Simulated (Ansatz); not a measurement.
Data:

```
AlLuO3
1.0
    5.33141     0.00000     0.00000
    0.00000     7.30354     0.00000
    0.00000     0.00000     5.08371
Lu Al O
4 4 12
Direct
  0.93551   0.75000   0.01695
  0.06449   0.25000   0.98305
  0.56449   0.25000   0.51695
  0.43551   0.75000   0.48305
  0.50000   0.00000   0.00000
  0.00000   0.00000   0.50000
  0.00000   0.50000   0.50000
  0.50000   0.50000   0.00000
  0.47007   0.25000   0.09918
  0.52993   0.75000   0.90082
  0.02993   0.75000   0.59918
  0.97007   0.25000   0.40082
  0.20007   0.55137   0.19831
  0.79993   0.44863   0.80169
  0.29993   0.44863   0.69831
  0.70007   0.55137   0.30169
  0.70007   0.94863   0.30169
  0.29993   0.05137   0.69831
  0.79993   0.05137   0.80169
  0.20007   0.94863   0.19831
```

Level of theory: PBEsol, rigid bands (plane waves, PAW, scalar-relativistic; Ansatz, a program for electronic structure). How the cell was made: cell and atoms relaxed with PBEsol.

Question: What conductivity effective mass do dilute holes have at 300 K?

Answer: 3.5 (x), 2.2 (y), 4.6 (z) mₑ.

Question: Predict the electron conductivity mass (n e² τ/σ) at 300 K, by direction if it differs.

Answer: 0.43 (x), 0.43 (y), 0.39 (z) mₑ.

Question: And the band gap?

Answer: 5.84 eV at this level; semilocal functionals usually fall short of the measured gap.

Rigid bands, one relaxation time for all states, no polarons. Spin-orbit coupling is left out; where it splits the top of the valence band it changes the hole mass and lowers the gap by about a third of the splitting.

Computed structure with no diffraction record at hand here (it may be known, metastable or hypothetical): LuAlO3 (Pnma).
